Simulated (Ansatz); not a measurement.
The starting structures come from a database of crystals and need not be the phases stable at ambient conditions.

 Where the default PAW files enter, the runs use the earlier of Ansatz's two default sets.

## Evanescent states of SrPdF₄ (I4/mcm, not sure to be the ambient phase, 12 atoms a cell, 15.1 Å³ an atom) along the normal of (001)

Computed with PBEsol (plane waves, PAW; Ansatz, a first-principles code).

No gap correction and no spin-orbit coupling; mid-gap values are interpolated between computed energies.

Energies count from the valence-band top; κ is the least over a 6×6 mesh across the current.

| E (eV) | κ (1/Å) | where |
|---|---|---|
| 0.04 | 0.190 | off Γ |
| 0.10 | 0.312 | off Γ |
| 0.17 | 0.388 | off Γ |
| 0.24 | 0.405 | off Γ |
| 0.32 | 0.394 | off Γ |
| 0.39 | 0.383 | off Γ |
| 0.46 | 0.370 | off Γ |
| 0.53 | 0.356 | off Γ |
| 0.59 | 0.341 | off Γ |
| 0.67 | 0.324 | off Γ |
| 0.73 | 0.306 | off Γ |
| 0.81 | 0.285 | off Γ |
| 0.88 | 0.261 | off Γ |
| 0.94 | 0.233 | off Γ |
| 1.01 | 0.198 | off Γ |
| 1.08 | 0.152 | off Γ |
| 1.16 | 0.077 | off Γ |

**Question.** How thick must the barrier be to attenuate the transmission by 10^4 when the electrodes' Fermi level lies at 0.32 eV, and what attenuation does that film give at 0.46 eV?

**Answer.** d = 4 ln 10 / (2 × 0.394) = 11.7 Å. At 0.46 eV it gives 4 × 0.370/0.394 = 3.8 decades.
